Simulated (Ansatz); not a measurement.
Defect: interstitial Mg in zinc-blende GaAs, charge state +2. Level of theory: PBE, PAW (plane waves to 420 eV; Ansatz, a program for electronic structure).

Settings: 64 host sites, the relaxed PBE lattice, one k-point at (0.250, 0.250, 0.250), smearing 0.05 eV, spin-restricted, no image-charge correction. Static, classical nuclei. PBE gaps are too small, and in this host the defect's levels may merge with the bands. The charge state is imposed; whether it is stable for some Fermi level was not computed. Sites that were not tried may lie lower.

Barriers: single points on a 2×2×2 k-point mesh shifted by half a step at the bands' geometries.

Relaxed starting cell (atoms counted from 1):

```xyz
65
Lattice="11.4913 0.0000 0.0000 0.0000 11.4913 0.0000 0.0000 0.0000 11.4913" Properties=species:S:1:pos:R:3 pbc="T T T"
Ga    -0.0837    -0.0808     0.0699
Ga    -0.0146    -0.0092     5.7296
Ga    -0.0065     5.7569     0.0036
Ga    -0.0838     5.8228     5.6582
Ga     5.7507    -0.0009     0.0040
Ga     5.8194    -0.0795     5.6579
Ga     5.8282     5.8318     0.0789
Ga     5.7508     5.7559     5.7377
As     1.4130     1.4186     4.2888
As     1.3882     1.3924    10.1005
As     1.4438     7.1966     4.2928
As     1.4206     7.2038    10.0704
As     7.1919     1.4489     4.2921
As     7.1975     1.4259    10.0700
As     7.1815     7.1866     4.3051
As     7.1957     7.2011    10.0417
Ga    -0.0026     2.8737     2.8649
Ga    -0.1056     2.8726     8.6119
Ga    -0.0096     8.6204     2.8671
Ga    -0.0030     8.6172     8.6117
Ga     5.7457     2.8795     2.8708
Ga     5.8446     2.8768     8.6151
Ga     5.7544     8.6233     2.8711
Ga     5.7456     8.6240     8.6170
As     1.4204     4.3314     1.4504
As     1.3882     4.3616     7.1318
As     1.4443    10.0449     1.4432
As     1.4132    10.0410     7.1572
As     7.1960     4.3028     1.4471
As     7.1982     4.3314     7.1647
As     7.1815    10.0577     1.4345
As     7.1915    10.0457     7.1867
Ga     2.8680     0.0025     2.8657
Ga     2.8683    -0.1013     8.6110
Ga     2.8738     5.7502     2.8713
Ga     2.8710     5.8496     8.6162
Ga     8.6160    -0.0048     2.8671
Ga     8.6123     0.0026     8.6128
Ga     8.6178     5.7592     2.8711
Ga     8.6189     5.7510     8.6179
As     4.3257     1.4259     1.4511
As     4.3581     1.3917     7.1311
As     4.2993     7.1993     1.4481
As     4.3257     7.2026     7.1650
As    10.0416     1.4475     1.4429
As    10.0358     1.4184     7.1577
As    10.0519     7.1868     1.4347
As    10.0408     7.1953     7.1863
Ga     2.8713     2.8764     0.0975
Ga     2.8681     2.8720     5.6386
Ga     2.8756     8.6228    -0.0015
Ga     2.8689     8.6178     5.7418
Ga     8.6196     2.8782    -0.0023
Ga     8.6127     2.8734     5.7417
Ga     8.6183     8.6238     0.0076
Ga     8.6152     8.6198     5.7341
As     4.3252     4.3299     4.2936
As     4.3648     4.3696    10.1087
As     4.2898    10.0438     4.2913
As     4.3257    10.0457    10.0691
As    10.0386     4.2946     4.2912
As    10.0409     4.3305    10.0691
As    10.0470    10.0517     4.2993
As    10.0386    10.0434    10.0333
Mg     2.8729     2.8759     8.6155
```
Cell charge +2.

End state 1 differs by these moves (Å; atoms that move under 0.08 Å are left out):

```
atom  element     Δx     Δy     Δz
----  -------  -----  -----  -----
1          Ga   0.07   0.07  -0.07
4          Ga   0.07  -0.06   0.07
6          Ga  -0.06   0.07   0.07
7          Ga  -0.07  -0.07  -0.07
8          Ga   0.11   0.11  -0.11
9          As  -0.07  -0.07  -0.07
12         As  -0.05   0.05   0.06
14         As   0.06  -0.06   0.06
15         As   0.07   0.07  -0.06
18         Ga   0.10  -0.02   0.02
22         Ga   0.01  -0.13   0.12
26         As   0.04  -0.06   0.05
34         Ga  -0.02   0.10   0.02
36         Ga  -0.12   0.01   0.12
42         As  -0.06   0.04   0.05
49         Ga  -0.02  -0.02  -0.10
50         Ga  -0.14  -0.13  -0.03
58         As  -0.05  -0.06  -0.05
65         Mg   1.43   1.43  -1.44
```

### Question
Give the forward and backward barriers to end state 1 at the level PBE, PAW.

### Answer
forward 0.74 eV, backward 0.62 eV; at the saddle point atom 65 has neighbours 2 As at 2.51, As at 2.53; 2 Ga at 2.65, Ga at 2.67 Å. The saddle point's order was not checked, and it lies on a symmetry element of the cell, where a band can be held.
